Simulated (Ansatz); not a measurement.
**KTaO3 under a change: pressure 7 GPa**

Take KTaO$_{3}$ in the cubic perovskite structure (space group Pm-3m, No. 221; a = 4.0232 Å) as the base.

One thing is altered: a hydrostatic pressure of 7 GPa.

Level of theory: Ansatz (an electronic-structure program) PBE, scalar-relativistic without spin-orbit coupling, earlier PAW set. Γ-centred 8×8×8 mesh, Fermi–Dirac width 0.05 eV.

| quantity | base | changed | shift |
|---|---|---|---|
| density | 6.84 g/cm³ | 7.07 g/cm³ | +0.239 g/cm³ |
| lattice parameter a | 4.023 Å | 3.977 Å | -0.046 Å |
| shortest interatomic distance | 2.012 Å | 1.989 Å | -0.023 Å |
| enthalpy H = E + PV relative to the base's energy | – | +0.56 eV/atom | – |
| band gap | 2.17 eV | 2.25 eV | +0.08 eV |
| gap character | indirect, R → Γ | indirect, R → Γ | – |
| smallest direct gap | 2.81 eV | 2.87 eV | +0.065 eV |
| mean gap deformation potential ΔEg/Δln V | – | -2.3 eV | – |

With Ta present, leaving out spin-orbit coupling can change the band edges. Load acts through the strain it causes; cell and atoms are relaxed under it. Whether these cells are dynamically stable was not tested. No other phases were tried under pressure.
